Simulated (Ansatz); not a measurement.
## Zinc-blende PbS (model structure)

Method: PBEsol in Ansatz (PAW).

Run with plane-wave cutoff 500 eV, 10×10×10 k mesh, Fermi–Dirac smearing 0.05 eV, scalar-relativistic PAW data made under PBE.

Cell (relaxed at this level):

```
PbS
1.0
    0.00000     3.27276     3.27276
    3.27276     0.00000     3.27276
    3.27276     3.27276     0.00000
Pb S
1 1
Direct
  0.00000   0.00000   0.00000
  0.25000   0.25000   0.25000
```

```yaml
band_gap: 0.68 eV (on the SCF k mesh)
```

Note: the relaxation could raise the start's symmetry but not lower it, so the cell can be a saddle point.

Spin–orbit coupling is not included; with these elements it can move the gap by several tenths of an eV or more.

Static lattice: no zero-point or thermal effects.

A model structure was made by putting elements into a prototype or built by hand; it is no filed structure, need not be a known phase, and can be a saddle point held by its symmetry.

Ansatz is a program for electronic structure.
